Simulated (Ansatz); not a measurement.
Input:

```
CELL_PARAMETERS angstrom
     -1.58442     1.58442     1.66395
      1.58442    -1.58442     1.66395
      1.58442     1.58442    -1.66395
ATOMIC_POSITIONS crystal
  W  0.00000 0.00000 0.00000
```

No spin polarisation.

Method: r2SCAN (Ansatz, a quantum-chemistry and plane-wave program), no spin-orbit coupling. k-mesh 29×29×29 (Γ-centred); smearing 0.1 eV (Fermi–Dirac).

Task: Estimate the band gap.

Result: Zero.

Task: What stress (xx, yy, zz, yz, xz, xy; compression positive) does the calculation give?

Result: (-9.1, -9.1, -23.2, 0.0, 0.0, 0.0) GPa.

Task: Estimate the space group.

Result: I4/mmm (No. 139).

The cells carry an imposed strain or load. Whether these cells are dynamically stable was not tested. All final runs are without spin polarisation. The cell was made from W in the bcc (W type) structure (space group Im-3m, No. 229) by this change: uniaxial strain ε_zz = +5.02 %.
